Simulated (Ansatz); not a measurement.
Worked example: self-consistent single point of LuSi₂Os₂ (I4mm, 5 atoms in the cell) in Ansatz (an electronic-structure program).

Level of theory: PBEsol, default PAW files made with PBE (plane waves; Ansatz).

```
Lu(SiOs)2
1.0
   -2.08429     2.08429     4.72882
    2.08429    -2.08429     4.72882
    2.08429     2.08429    -4.72882
Lu Si Os
1 2 2
Direct
  0.00529   0.00529   0.00000
  0.62815   0.62815   0.00000
  0.37185   0.37185   0.00000
  0.75000   0.25000   0.50000
  0.25000   0.75000   0.50000
```

Reference input (self-consistent single point, DFT, PBEsol, plane waves, default PAW files made with PBE): basis.ecutwfc = 30.9 Ry; kpoints.mp_grid.grid = 6 6 6; hamiltonian.xc = pbesol; hamiltonian.pseudopotentials = {kind: paw} (the program's default PAW files); scf.occupations.method = gaussian; scf.occupations.width = 0.0073 Ry. This run's input differs from it in these lines:

Ansatz 0.2 input:
```diff
@@ -12,3 +12,3 @@
 basis:
-  ecutwfc: 30.9 Ry
+  ecutwfc: 16.9 Ry
 kpoints:
```

The program printed (abridged):

```
SCF iter   1: F=—  HF=-38353.621647 eV  |F-HF|=—  |Δ(HF+E_count)|=         —  Δρ=3.60e-2  dr2=6.43e-1  ethr=1.77e-3  ⟨swp⟩=5.5  Hψ=4181  notcnv=0
all-band conjugate gradients solve this SCF's bands
preconditioner: auto → Kerker (q_TF=auto, 2.624 Å⁻¹)
SCF iter   2: F=—  HF=-38352.736416 eV  |F-HF|=—  |Δ(HF+E_count)|=   8.85e-1  Δρ=2.19e-2  dr2=2.72e-1  ethr=9.89e-4  ⟨swp⟩=2.0  Hψ=2478  notcnv=0  defer=44
   [... lines left out ...]
SCF iter   5: F=—  HF=-38352.658194 eV  |F-HF|=—  |Δ(HF+E_count)|=   1.45e-4  Δρ=4.44e-4  dr2=1.38e-4  ethr=4.47e-6  ⟨swp⟩=2.0  Hψ=2036  notcnv=0  defer=41
SCF iter   6: F=—  HF=-38352.658194 eV  |F-HF|=—  |Δ(HF+E_count)|=   7.02e-7  Δρ=7.83e-5  dr2=7.01e-6  ethr=2.13e-7  ⟨swp⟩=2.0  Hψ=2024  notcnv=0  defer=41
SCF iter   7: F=—  HF=-38352.658174 eV  |F-HF|=—  |Δ(HF+E_count)|=   1.93e-5  Δρ=2.59e-5  dr2=7.27e-7  ethr=1.08e-8  ⟨swp⟩=2.0  Hψ=2035  notcnv=0  defer=42
SCF iter   8: F=-38352.658174 eV  HF=-38352.658174 eV  |F-HF|=1.15e-8  |Δ(HF+E_count)|=   1.48e-7  Δρ=5.36e-6  dr2=3.46e-8  ethr=1.54e-10  ⟨swp⟩=8.4  Hψ=4617  notcnv=0
SCF 1 converged in 8 iterations: F = -38352.658174 eV  dr2 = 3.46e-8
Free energy (F): -38352.658174 eV
Internal energy: -38352.647732 eV  (E = F + TS)
E sigma→0 (E₀):  -38352.652953 eV
Entropy (-TS):   -0.010442 eV (-2.088 meV/atom)
Fermi energy:    16.767776 eV
--- Forces (eV/Å), atoms counted from 1 ---
  atom   1  Lu    -0.00000000    -0.00000000    -0.31129277
  atom   2  Si     0.00000000     0.00000000     0.23626886
  atom   3  Si    -0.00000000    -0.00000000    -0.16537872
  atom   4  Os    -0.00000000     0.00000000     0.12019058
  atom   5  Os     0.00000000    -0.00000000     0.12019058
--- Stress (GPa, compression-positive) ---
       -5.411508      -0.000000      -0.000000
       -0.000000      -5.411508       0.000000
       -0.000000      -0.000000      -3.258545
  P = ⅓ Tr σ = -4.6939 GPa (-46.939 kbar)
  The stress holds the Pulay correction. Without it, at fixed plane waves, as pw.x and ABINIT print it: P = -90.3315 GPa
```

The run converged in 8 iterations. Against the reference run the free energy rises by 1.47 eV/atom, the pressure goes from -3.95 to -4.69 GPa and the largest force goes from 0.233 to 0.311 eV/Å.

The starting cell comes from a database of computed structures (which also holds hypothetical and non-ambient phases and stackings), without a prior relaxation at this level. Its lattice was rescaled by up to half a per cent. One atom was moved a little off its site on purpose. Spin polarisation is off. Ansatz's pressure includes its estimate of the finite-basis (Pulay) stress. Without the estimate this run gives -90.33 GPa. The cutoff lies below the one recommended for these files.
